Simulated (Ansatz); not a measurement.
Ge vacancy in an ordered model of ordered Si6Ge2 alloy: one set of geometries, relaxed with PBE, evaluated in Ansatz (PAW, plane waves to 420 eV, 500 eV under r2SCAN) with PBE, r2SCAN.

Details: 64-site cell; 2×2×2 shifted k-points; start: the Ge site; not converged in cell size; flagged in the runs: a host whose relaxation on this sampling wasn't shown to rest.

```json
[
 {"quantity": "host gap (eV)", "PBE": "0.38", "r2SCAN": "0.57"},
 {"quantity": "neutral formation energy against germanium (eV)", "PBE": "3.32", "r2SCAN": "4.01"},
 {"quantity": "largest moment on one atom at charge 0 (μB)", "PBE": "0.00", "r2SCAN": "0.00"}
]
```

PBE narrows the gap by 0.19 eV against r2SCAN, the highest level run.

Ansatz is a program for electronic structure.
